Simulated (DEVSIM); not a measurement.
Device: Ru/SiO2/n-Ge capacitor, at 300 K.

Layer 1 from the left is SiO2, thickness (nm) 4.60. Layer 2 from the left is Ge, thickness (nm) 3000, Nd (cm⁻³) 3.9e16.

Metal gate on the left, work function 4.7 eV. Fixed charge at the semiconductor interface 3.7e10 cm⁻² (in units of +e); interface traps 3.1e10 cm⁻² eV⁻¹, uniform in energy, neutral level at 0.5 of the gap above the valence band.

Constants are typed, rounded textbook-type inputs, not results; the design itself was drawn at random and stands for no fabricated device. Values at 300 K.

SiO2: gap (eV) 9, affinity (eV) 0.9, permittivity 3.9. Ge: gap (eV) 0.664, affinity (eV) 4, permittivity 16, Nc (cm⁻³) 1.04e19, Nv (cm⁻³) 6e18.

Model (solved in DEVSIM): 1D Poisson equation in equilibrium, Boltzmann statistics, complete ionisation; no quantum confinement or tunnelling. Metal contacts follow the ideal Schottky-Mott rule: no Fermi-level pinning, no interface dipoles.

Task: What does the simulation give for the minimum of the low-frequency capacitance?

Result: minimum of the low-frequency capacitance 0.115 μF/cm².
